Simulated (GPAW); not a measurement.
A self-consistent single point of Ti3Nb (P1, 4 atoms in the cell) with GPAW.

Method of the run: LDA (Perdew-Wang 92), GPAW PAW datasets LDA (gpaw-data 1.0.1) (plane waves; GPAW 25.7.0).

The change in words: atoms moved at random. Reference geometry:
```xyz
4
Lattice="9.0470 0.0000 0.0000 0.0000 1.6060 2.4104 0.0000 -1.6060 2.4104" Properties=species:S:1:pos:R:3 pbc="T T T"
Ti     0.0000     0.0000     0.8806
Ti     2.2477     0.0000     3.8149
Ti     6.7993     0.0000     3.8149
Nb     4.5235     0.0000     1.1312
```

Reference input (self-consistent single point, DFT LDA (Perdew-Wang 92), plane waves, GPAW PAW datasets LDA (gpaw-data 1.0.1)): mode = pw; ecut = 850 eV; xc = LDA; kpts = 3 10 10; mesh shift (steps) = 0 0 0; occupations.name = fermi-dirac; occupations.width = 0.1 eV; nbands = -8; convergence.forces = 0.001 eV/Å; symmetry.symmorphic = false; symmetry.tolerance = 0.0005; maxiter = 150. This run's input differs from it in these lines:

```diff
@@ -8,6 +8,6 @@
                     [0.000000, -1.606005, 2.410395]],
-              scaled_positions=[[0.000000, 0.182670, 0.182670],
-                                [0.248450, 0.791340, 0.791340],
-                                [0.751550, 0.791340, 0.791340],
-                                [0.500000, 0.234640, 0.234640]],
+              scaled_positions=[[0.000262, 0.181658, 0.177003],
+                                [0.250091, 0.805316, 0.773321],
+                                [0.746697, 0.784583, 0.811217],
+                                [0.502951, 0.228434, 0.238449]],
               pbc=True)
```

The program printed (abridged):

```
     iter     time        total  log10-change:
                         energy   eigst   dens  force
iter:   1 --:--:--   -35.515943
iter:   2 --:--:--   -34.779437   -0.52  -1.28
iter:   3 --:--:--   -34.516562   -1.22  -1.32
iter:   4 --:--:--   -34.107137   -1.25  -1.36
iter:   5 --:--:--   -33.678020   -0.83  -1.45
iter:   6 --:--:--   -33.689995   -1.13  -1.74
iter:   7 --:--:--   -33.699924c  -1.88  -2.02
iter:   8 --:--:--   -33.681024c  -2.70  -2.10
iter:   9 --:--:--   -33.652045   -1.48  -2.12
iter:  10 --:--:--   -33.651297   -2.55  -2.27
iter:  11 --:--:--   -33.646291c  -2.27  -2.35
iter:  12 --:--:--   -33.643156c  -3.05  -2.65
   [... lines left out ...]
iter:  22 --:--:--   -33.640770c  -5.59  -3.82
iter:  23 --:--:--   -33.640752c  -6.19  -3.91
iter:  24 --:--:--   -33.640748c  -5.71  -3.99
iter:  25 --:--:--   -33.640757c  -6.46  -4.23c
iter:  26 --:--:--   -33.640756c  -7.02  -4.28c
iter:  27 --:--:--   -33.640759c  -6.99  -4.30c
iter:  28 --:--:--   -33.640745c  -6.43  -4.39c
iter:  29 --:--:--   -33.640745c  -7.09  -4.83c
iter:  30 --:--:--   -33.640745c  -7.67c -4.89c
iter:  31 --:--:--   -33.640748c  -7.86c -4.90c -2.73
iter:  32 --:--:--   -33.640744c  -7.34  -4.98c
iter:  33 --:--:--   -33.640746c  -7.85c -5.02c -2.79
iter:  34 --:--:--   -33.640747c  -8.14c -5.51c -3.05c
Converged after 34 iterations.

Dipole moment: (-0.103712, -0.017202, -1.486995) |e|*Ang

Energy contributions relative to reference atoms: (reference = -173317.377237)

Kinetic:         +9.770321
Potential:      -13.781954
External:        +0.000000
XC:             -29.467739
Entropy (-ST):   -0.209792
Local:           -0.056480
SIC:             +0.000000
--------------------------
Free energy:    -33.745643
Extrapolated:   -33.640747

Showing only first 2 kpts
 Kpt  Band  Eigenvalues  Occupancy
  0    22      8.99791    0.36997
  0    23      9.07865    0.18386
  0    24      9.38586    0.00934
  0    25      9.58426    0.00129

  1    22      8.84645    1.01585
  1    23      9.09303    0.16122
  1    24      9.25756    0.03327
  1    25      9.55207    0.00178

Fermi level: 8.84962

No gap
No difference between direct/indirect transitions
Energy (eV): -33.640747

Forces in eV/Ang:
  0 Ti   -0.01487    0.00321    0.02406
  1 Ti    0.01053   -0.10076   -0.05046
  2 Ti    0.18087    0.05892   -0.13775
  3 Nb   -0.17646    0.03862    0.16427

Stress tensor:
     0.051641     0.001201    -0.000056
     0.001201     0.050171     0.000518
    -0.000056     0.000518     0.054488
Stress (GPa, Voigt): [ 8.2738  8.0383  8.73    0.0829 -0.0089  0.1925]
```

The run converged in 34 iterations. GPAW prints stress with tension positive. Against the reference run the free energy rises by 2.9 meV/atom, the pressure goes from -8.71 to -8.35 GPa and the largest force goes from 0.136 to 0.244 eV/Å.

The starting cell comes from a database of computed structures (which also holds hypothetical and non-ambient phases and stackings), without a prior relaxation at this level. For this run, on top of that: atoms moved at random. Spin polarisation is off. With a pressure of about -8 GPa the cell is away from its equilibrium volume at this level.

Cost on one core of a shared machine: roughly 6 min.
